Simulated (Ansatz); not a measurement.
**Lu: transverse stress against strain**

Lu (hcp, P6_3/mmc, 29.181 Å³/atom at rest, c along z) under a strain ε along c (axis z), the other axes held. PBE in Ansatz, a plane-wave DFT program (PAW, default set), 420 eV, 19×19×11 Γ-centred mesh, Fermi-Dirac smearing 0.10 eV; ions are relaxed within the symmetry of each cell. Stress is positive for a compressed cell.

Here s stands for strain and y for stress xx.

```
strain (%)  stress xx (GPa)
----------  ---------------
-3.00                     ?
-1.50                  0.33
-1.00                  0.22
-0.50                  0.11
0.00                   0.00
0.50                  -0.10
1.00                  -0.21
1.50                  -0.31
```

Taking a straight line for y over the 7 complete rows: Means: s 0, y 0.006. About the means, the sum of products is -1.4950 and the sum of squares of s is 7.0000; the slope is their ratio. Least squares gives y = 0.006 - 0.2136·s. Residuals (row less fit): 0.004, 0.000, -0.003, -0.006, 0.001, -0.002, 0.004; standard error 0.004 (degrees of freedom: 5). The slope gives the elastic constant C13 = 21 ± 0.2 GPa.

Problem. Predict the withheld y at s = -3.00 from the fit, and compare with the calculation.

Solution. y = 0.006 - 0.2136 × (-3.0) = 0.647 GPa. The calculation gives 0.69 GPa, 0.043 GPa above the prediction (4.3 % of the range of y in the table). The row lies outside the fitted rows, so this is an extrapolation. The fitted rows scatter only by rounding.

One order more, fitted to all 13 runs of the series, follows each within 0.01, so the miss is the next term of a smooth law. In a metal these values are sensitive to mesh and smearing; energies are taken to zero smearing, stresses follow the free energy. Rows are the converged runs of the series near zero and its far end; series whose fitted rows scatter by over a few per cent of the range, as at a crossing or softening among them, aren't shown in this form. Most that stay on the fit to the last digits aren't either.
